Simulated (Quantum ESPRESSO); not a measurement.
**Convergence test for TeAs (Fm-3m, 2 atoms in the cell)**

TeAs has the cubic space group Fm-3m (No. 225), the rock salt structure, Pearson symbol cF8. Cell: a = b = c = 5.935 Å, α = β = γ = 90.00°. Te on 4b has 6 As at 2.968 Å (octahedral). As on 4a sees 6 Te at 2.968 Å (octahedral). (Neighbours: up to the widest gap in distance over summed covalent radii, below 1.35, at either atom.)
(The calculation used a cell of 2 atoms; values per cell refer to that cell.)

Method: PBEsol, GBRV 1.5 ultrasoft (PBESOL) pseudopotentials (plane waves; Quantum ESPRESSO).

The starting cell comes from a database of computed structures (which also holds hypothetical and non-ambient phases and stackings), without a prior relaxation at this level.

Held fixed: occupations = smearing; smearing = methfessel-paxton; degauss = 0.0147 Ry; potentials = {Te: te_pbesol_v1.uspp.F.UPF, As: as_pbesol_v1.uspp.F.UPF}; K_POINTS = automatic 7 7 7 0 0 0; conv_thr = 1e-11 Ry; mixing_beta = 0.4. Moved along with it: ecutrho.

ΔF is the free energy per atom less that of the last row (80 Ry).

| ecutwfc | ΔF (meV/atom) | pressure (GPa) | plane waves | iterations |
|---|---|---|---|---|
| 16 Ry | 107.6 | -4.90 | 388 | 10 |
| 20 Ry | 22.0 | -3.71 | 541 | 10 |
| 24 Ry | 5.6 | -3.06 | 725 | 11 |
| 28 Ry | 3.2 | -2.95 | 905 | 13 |
| 32 Ry | 2.7 | -2.97 | 1087 | 12 |
| 36 Ry | 1.83 | -2.98 | 1308 | 12 |
| 40 Ry | 1.44 | -2.97 | 1516 | 15 |
| 46 Ry | 1.22 | -2.97 | 1875 | 16 |
| 52 Ry | 0.94 | -2.98 | 2247 | 16 |
| 60 Ry | 0.48 | -2.99 | 2786 | 13 |
| 70 Ry | 0.09 | -2.98 | 3518 | 11 |
| 80 Ry | 0.00 | -2.98 | 4294 | 11 |

Pressure within 0.1 GPa of the last row: from ecutwfc = 24 Ry on; the one before it is off by 0.73 GPa. The value it settles on is -2.98 GPa at this level of theory and with the other settings as held.
